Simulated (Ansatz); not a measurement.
The parent structure is Mo in the bcc (W type) structure (space group Im-3m, No. 229; a = 3.1296 Å). Axes: x, y, z lie along the cube axes.

Structures relaxed with DFT with PBEsol, PAW potentials and a 420 eV plane-wave cutoff in Ansatz (a program for electronic structure), without spin-orbit coupling.

Base:

Simulated powder pattern, Cu Kα1, λ = 1.54056 Å (kinematic, ideal powder, no thermal factors, no anomalous dispersion; the 8 strongest lines at most, above 2 %, up to 2θ = 90°):

```tsv
2θ (°)	I/Imax (%)	hkl
40.74	100	(110)
58.98	16	(200)
74.15	33	(211)
88.24	11	(220)
```

The change: tensile biaxial strain of 2.77 % in the plane normal to [001], as in epitaxy on a mismatched substrate; the out-of-plane cell vector and the atoms relax.

Q: Predict the new powder pattern.

A: 
Simulated powder pattern, Cu Kα1, λ = 1.54056 Å (kinematic, ideal powder, no thermal factors, no anomalous dispersion; the 8 strongest lines at most, above 2 %, up to 2θ = 90°):

```json
[
 {"2θ (°)": "39.60", "I/Imax (%)": "54", "hkl": "(110)"},
 {"2θ (°)": "40.58", "I/Imax (%)": "100", "hkl": "(101)"},
 {"2θ (°)": "57.24", "I/Imax (%)": "18", "hkl": "(200)"},
 {"2θ (°)": "60.20", "I/Imax (%)": "7.5", "hkl": "(002)"},
 {"2θ (°)": "72.50", "I/Imax (%)": "34", "hkl": "(211)"},
 {"2θ (°)": "74.48", "I/Imax (%)": "16", "hkl": "(112)"},
 {"2θ (°)": "85.28", "I/Imax (%)": "5.7", "hkl": "(220)"},
 {"2θ (°)": "87.81", "I/Imax (%)": "11", "hkl": "(202)"}
]
```

The indices refer to the base's conventional cell; one index is shown for lines that coincide. The space group is now I4/mmm (No. 139).

Without a gap, meshes like the base's 21×21×21 leave anisotropic stresses uncertain by several tenths of a GPa, and small strain energies with them. Whether these cells are dynamically stable was not tested. The final runs are not spin-polarised.
